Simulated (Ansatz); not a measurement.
The parent structure is CdF2 in the fluorite structure (space group Fm-3m, No. 225).

```yaml
crystal:
  lattice:
    - [0.00000, 2.69198, 2.69198]
    - [2.69198, 0.00000, 2.69198]
    - [2.69198, 2.69198, 0.00000]
  atoms:
    - { symbol: Cd, position: [0.00000, 0.00000, 0.00000] }
    - { symbol: F, position: [0.25000, 0.25000, 0.25000] }
    - { symbol: F, position: [0.75000, 0.75000, 0.75000] }
```

Cartesian axes are those of the cell as printed.

Method: PBEsol (Ansatz, an electronic-structure program; PAW; 420 eV plane waves; no spin-orbit coupling).

Strains are applied to the cell and any free atomic positions relax; under biaxial strain the out-of-plane vector relaxes too.

One change was made to it. Results:

| quantity | base | after |
|---|---|---|
| electron mass | 0.37 mₑ (at Γ) | 0.37 mₑ (at Γ) |
| energy relative to the base (free energy F) | 0 meV/atom | +0.4 meV/atom |
| smallest direct gap | 3.43 eV | 3.41 eV |

Task: Which change produced these results?
A. biaxial strain +2.00 %, plane normal [001], relaxed out of plane
B. biaxial strain +2.50 %, plane normal [001], relaxed out of plane
C. biaxial strain −1.50 %, plane normal [001], relaxed out of plane
D. biaxial strain +0.50 %, plane normal [001], relaxed out of plane

Result: D, biaxial strain +0.50 %, plane normal [001], relaxed out of plane. For comparison, the energy relative to the base in the other runs: biaxial strain −1.50 %, plane normal [001], relaxed out of plane gives +3.6 meV/atom; biaxial strain +2.00 %, plane normal [001], relaxed out of plane gives +6.2 meV/atom; biaxial strain +2.50 %, plane normal [001], relaxed out of plane gives +9.7 meV/atom.

Effective masses come from finite differences of ±0.01 Å⁻¹. Stability against distortions was not tested.
